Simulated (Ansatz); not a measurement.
The parent structure is Hf in the hcp (Mg type) structure (space group P6_3/mmc, No. 194; a = 3.198 Å, c = 5.049 Å; relaxed with 0.1 eV smearing). Axes: x lies along a and z along c of the hexagonal cell.

Calculations: r2SCAN (Ansatz, a first-principles code), no SOC, earlier PAW set.

For the base:

* **Pressure**: 0.0 GPa
* **Shortest interatomic distance**: 3.128 Å

The change: the cell is stretched by 2.00 % along z with no lateral relaxation; the atoms relax in the strained cell.

### Question
Estimate the effect on the pressure.

### Answer
The pressure (mean of the normal stresses, compression positive) goes from zero to -2.1 GPa.

### Question
What happens to the shortest interatomic distance?

### Answer
The shortest interatomic distance rises by 0.041 Å, from 3.128 Å to 3.169 Å.

### Question
Predict the new energy relative to the base.

### Answer
The energy goes up by 5.5 meV/atom.

Stability against distortions was not tested. All final runs are without spin polarisation.
